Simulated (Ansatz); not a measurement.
Consider the following.

```yaml
crystal:
  lattice:
    - [0.00000, 2.82241, 2.88291]
    - [2.82241, 0.00000, 2.88291]
    - [2.82241, 2.82241, 0.00000]
  atoms:
    - { symbol: Al, position: [0.00000, 0.00000, 0.00000] }
    - { symbol: As, position: [0.25000, 0.25000, 0.25000] }
```

Method: PBE with spin-orbit coupling, rigid bands (plane waves, PAW; Ansatz, a first-principles code). Condition of this run: uniaxial stress along [001] of -1.2 GPa (compression positive) (the target of the relaxation). How the cell was made: cell and atoms relaxed with PBEsol, then loaded as said.

Task: Predict the hole conductivity mass (n e² τ/σ) at 300 K, by direction if it differs.

Result: 0.52 (x), 0.52 (y), 0.69 (z) mₑ.

Task: What conductivity effective mass do dilute electrons have at 300 K?

Result: 0.40 (x), 0.40 (y), 0.27 (z) mₑ.

Task: And the band gap?

Result: 1.30 eV at this level; semilocal functionals usually fall short of the measured gap.

Rigid bands, one relaxation time for all states, no polarons. Geometry: cell and atoms relaxed with PBEsol.
